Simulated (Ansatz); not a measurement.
# A computed series for hypothetical P6_3/mmc HgI2: pressure series

Consider HgI2 in the 2H-MoS2 type structure (space group P6_3/mmc, No. 194; a = 4.0709 Å, c = 13.5609 Å; a hypothetical phase, not in the database extracts checked; layered, stacked along the Cartesian z axis).

Cell and atoms are relaxed at each pressure.

All numbers come from DFT with PBEsol-D3(BJ), PAW potentials and a 420 eV plane-wave cutoff in Ansatz (a first-principles code), spin-orbit coupling left out.

Notes on the quantities. enthalpy: H = E + PV relative to the base's energy.

```tsv
case	lattice parameter a	enthalpy
base	4.071 Å	–
pressure 3 GPa	3.972 Å	+0.58 eV/atom
pressure 7 GPa	3.869 Å	+1.30 eV/atom
pressure 15 GPa	3.696 Å	+2.60 eV/atom
pressure 30 GPa	3.287 Å	+4.73 eV/atom
pressure 50 GPa	3.034 Å	+7.21 eV/atom
pressure 75 GPa	2.932 Å	+10.02 eV/atom
pressure 100 GPa	2.843 Å	+12.63 eV/atom
```

From pressure 30 GPa on, the axis ratios lie over 15 % from the base's, so the cell there is far from its starting form. Load acts through the strain it causes; cell and atoms are relaxed under it. No phonon test of stability was made. Competing high-pressure phases were not computed. All final runs are without spin polarisation.
